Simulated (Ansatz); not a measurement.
SiO2: response to strain

Take SiO$_{2}$ (space group P3_221, No. 154) as the base.

```
SiO2
1.0
    4.94899     0.00000     0.00000
   -2.47450     4.28595     0.00000
    0.00000     0.00000     5.44148
Si O
3 6
Direct
  0.00000   0.47043   0.33333
  0.52957   0.52957   0.00000
  0.47043   0.00000   0.66667
  0.26679   0.41257   0.21435
  0.58743   0.85422   0.88102
  0.73321   0.14578   0.45231
  0.85422   0.58743   0.11898
  0.41257   0.26679   0.78565
  0.14578   0.73321   0.54769
```

Strains are applied to the cell and any free atomic positions relax.

Level of theory: PBEsol, PAW, 420 eV (Ansatz, an electronic-structure program; scalar-relativistic without spin-orbit coupling).

Notes on the quantities. pressure: mean of the normal stresses, compression positive.

```tsv
isotropic strain (%)	pressure (GPa)
-3	3.9
-2.25	2.7
-1.5	?
-0.75	0.8
0	0.0
```

Problem. Fit P = P₀ − Bδ + Cδ² with δ = (1 + ε)³ − 1 to the rows shown and predict the withheld row.

Solution. Least squares on the printed values gives P₀ = 0.0 GPa, B = 30.9 GPa (at held cell shape), C = 155 GPa (largest residual 0.0 GPa); this predicts 1.7 GPa, and the run gives 1.7 GPa, in agreement.

Stability against distortions was not tested.
